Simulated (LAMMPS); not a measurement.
Melts of Al (fcc) cooled to 300 K at several rates.

Model: classical MD, pair style eam/fs, file AlFe_mm.eam.fs; code LAMMPS.

```json
[
 {"cooling rate (K/s)": "3e+12", "energy above the crystal": "0.075 eV/atom", "state": "glass", "density": "2.58 g/cm³ (one sample)", "coordination number": "13.0 (counted to 3.78 Å)", "rough cost": "23 core-minutes"},
 {"cooling rate (K/s)": "1e+13", "energy above the crystal": "0.074 eV/atom", "state": "glass", "density": "2.57 g/cm³ (one sample)", "coordination number": "12.8 (counted to 3.74 Å)", "rough cost": "11 core-minutes"},
 {"cooling rate (K/s)": "1e+14", "energy above the crystal": "0.077 eV/atom", "state": "glass", "density": "2.52 g/cm³ (one sample)", "coordination number": "12.8 (counted to 3.78 Å)", "rough cost": "5 core-minutes"}
]
```

Costs are rough and include melting and analysis.

Caution: the potential EAM-type AlFe_mm.eam.fs is made for dilute Fe in Al.
